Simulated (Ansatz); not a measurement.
Start from GaN in the zinc blende structure (space group F-43m, No. 216; a = 4.498 Å).

Structures relaxed with Ansatz (a program for electronic structure), r2SCAN, PAW, cutoff 500 eV, no SOC, earlier PAW set.

Base:

Simulated powder pattern, Cu Kα1, λ = 1.54056 Å (kinematic, ideal powder, no thermal factors, no anomalous dispersion; the 10 strongest lines at most, above 2 %, up to 2θ = 90°):

```csv
2θ (°),I/Imax (%),hkl
34.51,100,(111)
40.06,33,(200)
57.94,41,(220)
69.21,37,(311)
72.77,7.7,(222)
86.47,6.1,(400)
```

The change: As takes the place of N on all its sites; the structure is relaxed again.

### Question
Where do the lines fall after the change?

### Answer

Simulated powder pattern, Cu Kα1, λ = 1.54056 Å (kinematic, ideal powder, no thermal factors, no anomalous dispersion; the 10 strongest lines at most, above 2 %, up to 2θ = 90°):

```json
[
 {"2θ (°)": "27.24", "I/Imax (%)": "100", "hkl": "(111)"},
 {"2θ (°)": "45.23", "I/Imax (%)": "75", "hkl": "(220)"},
 {"2θ (°)": "53.61", "I/Imax (%)": "45", "hkl": "(311)"},
 {"2θ (°)": "65.89", "I/Imax (%)": "12", "hkl": "(400)"},
 {"2θ (°)": "72.69", "I/Imax (%)": "18", "hkl": "(331)"},
 {"2θ (°)": "83.53", "I/Imax (%)": "24", "hkl": "(422)"},
 {"2θ (°)": "89.90", "I/Imax (%)": "14", "hkl": "(333)"}
]
```

The indices refer to each structure's own conventional cell; one index is shown for lines that coincide.

No phonon test of stability was made. This is not the structure that GaN has at room temperature and ambient pressure.
